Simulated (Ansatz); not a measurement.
Amorphous Si16B10O47, 73 atoms at 2.00 g/cm³, one PBE-relaxed geometry, zone centre. Methods: PBE, scalar-relativistic without spin-orbit coupling (Ansatz, a first-principles code); r2SCAN, scalar-relativistic without spin-orbit coupling (Ansatz); HSE06, scalar-relativistic without spin-orbit coupling (Ansatz). Plane waves to 420 eV (r2SCAN 500 eV); exact exchange is cut at the cell's faces. All rungs ran without spin polarisation.

Preparation: random packing, a CHGNet melt and quench, and a DFT relaxation. O atoms were pushed apart under 1.9 Å during the dynamics, to hinder bonds among them. The hot cell started wider than the set density and was brought back towards it in steps. It is the lowest in DFT energy of 2 quenches. It is a model cell: composition and starting density were chosen by hand, and all elements were melted together. No dispersion term was used. Its density started from a set value of 2.17 and ended at 2.00 g/cm³. The quench (nominally 470 K/ps over its main leg) was far faster than any real one, so the model tends to hold more defects than a real film. One small periodic cell is one sample of the glass; other quenches scatter about these values. Volume and shape were free in the relaxation.

The relaxation ran on the zone centre alone. At PBE the gap is 5.35 eV on a 2×2×2 Γ-centred mesh, and the spacing at the zone centre alone 5.37 eV.

Problem. What zone-centre spacing does r2SCAN give, roughly?

Solution. 6.05 eV (+0.68 eV against PBE).

Problem. What zone-centre spacing does HSE06 give, roughly?

Solution. 7.18 eV (+1.81 eV against PBE).

The highest filled and the lowest empty state spread over these numbers of atoms (participation numbers): PBE: 15.5 and 54.7; r2SCAN: 15.5 and 57.5; HSE06: 17.6 and 56.3.
